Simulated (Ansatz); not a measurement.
# Convergence test for a sheet of PtSe₂ (3 atoms in the cell)

```xyz
3
Lattice="3.6882 0.0000 0.0000 -1.8441 3.1941 0.0000 0.0000 0.0000 16.9820" Properties=species:S:1:pos:R:3 pbc="T T T"
Pt     0.0000     0.0000     8.4910
Se     0.0000     2.1294     9.9820
Se     1.8441     1.0647     7.0000
```

Computed with PBE (plane waves, PAW; Ansatz, a program for electronic structure).

The starting cell was generated: these elements placed on a structure prototype, without a prior relaxation; it need not be a known phase or ordering of this composition. Its lattice was rescaled in the plane by a random factor within 2.5 % of one. Spin-orbit coupling is off. In the base run, forces exceed 1 eV/Å.

Held fixed: kpoints.mp_grid.grid = 7 7 1; hamiltonian.xc = pbe; hamiltonian.pseudopotentials = {kind: paw} (the program's default PAW files); scf.occupations.method = cold; scf.occupations.width = 0.1 eV.

ΔF is the free energy per atom less that of the last row (28.0).

The series runs over vacuum between outermost atoms (Å) = 3.0; 4.0; 5.0; 6.0; 8.0; 10.0; 12.0; 14.0; 15.0; 18.0; 22.0; 28.0.

**Question.** From which setting on does the energy stay within 0.5 meV/atom of the last one?

**Answer.** From vacuum between outermost atoms (Å) = 8.0 on; the one before it is off by 0.76 meV/atom.

**Question.** From which setting on does the gap on the mesh stay within 0.05 eV of the last one?

**Answer.** From vacuum between outermost atoms (Å) = 6.0 on; the one before it is off by 0.059 eV. The value it settles on is 1.02 eV at this level of theory and with the other settings as held.

| vacuum between outermost atoms (Å) | ΔF (meV/atom) | largest force (eV/Å) | gap on the mesh (eV) | plane waves | iterations |
|---|---|---|---|---|---|
| 3.0 | -17.0 | 1.325 | 0.335 | 1387 | 11 |
| 4.0 | -2.9 | 1.441 | 0.820 | 1595 | 7 |
| 5.0 | 0.68 | 1.475 | 0.958 | 1827 | 7 |
| 6.0 | 0.76 | 1.485 | 1.000 | 2071 | 7 |
| 8.0 | 0.16 | 1.490 | 1.015 | 2545 | 7 |
| 10.0 | 0.03 | 1.490 | 1.017 | 2971 | 7 |
| 12.0 | 0.02 | 1.491 | 1.017 | 3447 | 7 |
| 14.0 | 0.01 | 1.490 | 1.017 | 3885 | 7 |
| 15.0 | 0.00 | 1.490 | 1.017 | 4141 | 7 |
| 18.0 | 0.01 | 1.491 | 1.017 | 4835 | 7 |
| 22.0 | 0.02 | 1.491 | 1.017 | 5771 | 7 |
| 28.0 | 0.00 | 1.490 | 1.017 | 7111 | 7 |

Gaps are taken between levels on the mesh.

Keys are those of Ansatz 0.2.
